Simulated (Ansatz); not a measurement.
Levels about the gap of amorphous Si$_{30}$N$_{41}$In (72 atoms in a cell of 820 Å³, 3.10 g/cm³; zone centre alone, so wide bands show as single levels with stretches between that a denser mesh fills), at the geometry that PBE relaxed, where it gives 0.1 GPa on a denser mesh. The participation number counts the atoms over which a state spreads; weights are charges in smoothed Voronoi cells. The levels come from a single point, so bond lengths are those of that geometry. Method of the levels: r2SCAN, scalar-relativistic without spin-orbit coupling (Ansatz, a program for electronic structure). Sampling: the zone centre alone; Fermi-Dirac width 0.01 eV; collinear spin, started from moments on atoms (the moments died out). At PBE the levels at the filled edge of the gap are localised (band-tail or defect states).

The cell was made by melting and quenching with the CHGNet potential and then relaxed with DFT. N atoms were pushed apart under 1.9 Å during the dynamics, to hinder bonds among them. The hot cell started wider than the set density and was brought back towards it in steps. It is the lowest in DFT energy of 2 quenches. It is a model cell: composition and starting density were chosen by hand, and all elements were melted together. No dispersion term was used. Its density started from a set value of 3.12 and ended at 3.10 g/cm³. The simulated quench (nominally 450 K/ps over its main leg) is rapid and tends to freeze in more defects than a deposited or slowly cooled glass has. One small periodic cell is one sample of the glass; other quenches scatter about these values. Volume and shape were free in the relaxation. On a 2×2×2 Γ-centred mesh force components of up to 0.13 eV/Å stay, since the relaxation ran on the zone centre alone.

```
E - E(highest filled), eV  filling  spin  participation number        largest on  weight N  weight Si  weight In
-------------------------  -------  ----  --------------------  ----------------  --------  ---------  ---------
-0.25                       filled    up                  16.8   N, 3 neighbours      0.90       0.09       0.00
-0.16                       filled    dn                  10.4   N, 3 neighbours      0.89       0.10       0.00
-0.16                       filled    up                  10.4   N, 3 neighbours      0.89       0.10       0.00
-0.07                       filled    dn                  10.3   N, 3 neighbours      0.90       0.09       0.00
-0.07                       filled    up                  10.3   N, 3 neighbours      0.90       0.09       0.00
0.00                        filled    dn                   7.2   N, 2 neighbours      0.89       0.10       0.00
0.00                        filled    up                   7.2   N, 2 neighbours      0.89       0.10       0.00
2.80                         empty    dn                  11.5  In, 4 neighbours      0.49       0.26       0.26
2.80                         empty    up                  11.5  In, 4 neighbours      0.49       0.26       0.26
3.24                         empty    dn                   8.8  Si, 4 neighbours      0.40       0.50       0.10
3.24                         empty    up                   8.8  Si, 4 neighbours      0.40       0.50       0.10
3.74                         empty    up                  20.6  Si, 4 neighbours      0.45       0.51       0.04
3.74                         empty    dn                  20.6  Si, 4 neighbours      0.45       0.51       0.04
3.90                         empty    dn                  18.1  Si, 4 neighbours      0.43       0.54       0.03
```

Most localised among these is the filled level at +0.00 eV, on a N atom, which has 2 neighbours (Si 1.65 Å, Si 1.67 Å).
